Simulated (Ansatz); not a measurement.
**A computed series for NiO: pressure series**

The parent structure is NiO in the rock salt structure (space group Fm-3m, No. 225; a = 4.1172 Å; ferromagnetic).

Cell and atoms are relaxed at each pressure.

All numbers come from PBEsol (Ansatz, a quantum-chemistry and plane-wave program; PAW; 420 eV plane waves; no SOC), earlier PAW set.

```tsv
change	largest site moment	shortest interatomic distance
base	1.04 μB	2.059 Å
pressure −2 GPa	1.08 μB	2.066 Å
pressure −1 GPa	1.06 μB	2.062 Å
pressure 0.3 GPa	1.03 μB	2.058 Å
pressure 0.7 GPa	1.02 μB	2.056 Å
pressure 1.5 GPa	1.00 μB	2.053 Å
pressure 3 GPa	0.95 μB	2.048 Å
pressure 5 GPa	0.80 μB	2.039 Å
pressure 7.5 GPa	0.71 μB	2.031 Å
pressure 10 GPa	0.67 μB	2.025 Å
```

Load acts through the strain it causes; cell and atoms are relaxed under it. Whether these cells are dynamically stable was not tested. Competing high-pressure phases were not computed. No Hubbard U is applied and the magnetic state is the run's own (NiO ferromagnetic); other magnetic orders, which need larger cells, were not tried and can change the gap. In its common phase, real NiO is an antiferromagnetic insulator at low temperature.
